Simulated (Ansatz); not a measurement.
Response to strain in SiO2

Start from SiO₂ in the rutile structure (space group P4_2/mnm, No. 136; a = 4.1549 Å, c = 2.6615 Å). Axes: x, y, z lie along a, b, c of the conventional cell.

Strains are applied to the cell and any free atomic positions relax.

Level of theory: DFT with LDA, PAW potentials and a 420 eV plane-wave cutoff in Ansatz (a quantum-chemistry and plane-wave program), without spin-orbit coupling.

| uniaxial strain ε_xx (%) | band gap (eV) |
|---|---|
| 0 | 5.81 |
| 0.6 | ? |
| 1.2 | 5.64 |
| 1.8 | 5.56 |
| 2.4 | 5.49 |
| 3 | 5.41 |

Fit E_g = E₀ + Dε (ε in %) to the rows shown and predict the withheld row.

Least squares on the printed values gives E₀ = 5.80 eV, D = -133 meV per % of strain (largest residual 0.01 eV); this predicts 5.73 eV, and the run gives 5.72 eV, in agreement.

Stability against distortions was not tested.
